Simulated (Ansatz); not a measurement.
Seebeck coefficient (μV/K, mean over directions) of n-type monolayer GeS against carrier density, HSE06, rigid bands (Ansatz, a quantum-chemistry and plane-wave program). Computed gap 2.48 eV; densities at which minority carriers matter at this gap, or further valleys turn the trend, are left out. Conductivity mass 0.34 mₑ (harmonic mean over directions), N_c = 7.6e12 cm⁻² at 300 K.

| electron density | 300 K | 500 K |
|---|---|---|
| 1.9e9 cm⁻² | -889 | -946 |
| 1.9e10 cm⁻² | -690 | -747 |
| 1.9e11 cm⁻² | -492 | -549 |
| 5.6e11 cm⁻² | -397 | -454 |
| 1.9e12 cm⁻² | -294 | -351 |
| 5.6e12 cm⁻² | -201 | -259 |
| 1.9e13 cm⁻² | -108 | -164 |
| 5.6e13 cm⁻² | ? | ? |
| 1.9e14 cm⁻² | -35 | -58 |

Question: What belongs in the gaps?

Answer: 
- 5.6e13 cm⁻², 300 K: -62
- 5.6e13 cm⁻², 500 K: -102

Rigid bands with a gap fixed in temperature, one relaxation time for all states, no polarons or phonon drag, and whether or not such doping can be reached. Spin-orbit coupling is left out. Geometry: cell and atoms relaxed with PBE.
